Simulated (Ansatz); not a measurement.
**Pb: thickness series**

The reference is Pb in the bcc (W type) structure (space group Im-3m, No. 229; a cell from a computed database, its experimental status unchecked).

```
Pb
1.0
   -1.98117     1.98117     1.98117
    1.98117    -1.98117     1.98117
    1.98117     1.98117    -1.98117
Pb
1
Direct
  0.00000   0.00000   0.00000
```

Cartesian axes are those of the cell as printed.

Free-standing slabs (1 atom(s) a layer) normal to [110] with 15 Å of vacuum; in-plane cell held at bulk.

All numbers come from Ansatz (a quantum-chemistry and plane-wave program), r2SCAN, PAW, cutoff 500 eV, spin-orbit coupling left out.

Notes on the quantities. excess energy per area of both faces: slab less bulk energy over the cell's area: twice a surface energy; uncertain by up to 0.1 J/m²; layer's space group: with vacuum.

```csv
change,thickness between the outermost nuclei,shortest interatomic distance,excess energy per area of both faces,layer's space group
base,–,343.1 pm,–,–
1 layer,–,343.1 pm,–,Cmmm (No. 65)
2 layers,2.53 Å,321.1 pm,0.46 J/m²,Cmme (No. 67)
3 layers,5.37 Å,333.8 pm,0.80 J/m²,Cmmm (No. 65)
4 layers,8.19 Å,326.2 pm,0.57 J/m²,Cmme (No. 67)
5 layers,10.85 Å,327.7 pm,0.7 J/m²,Cmmm (No. 65)
6 layers,13.91 Å,330.3 pm,0.6 J/m²,Cmme (No. 67)
7 layers,16.49 Å,___,0.6 J/m²,Cmmm (No. 65)
```

### Question
Some entries are withheld; estimate them.

### Answer

- 7 layers, shortest interatomic distance: 327.8 pm

The excess energy carries the mismatch between the slab's and the bulk's meshes. Stability against distortions was not tested. This is not the structure that Pb has at room temperature and ambient pressure.
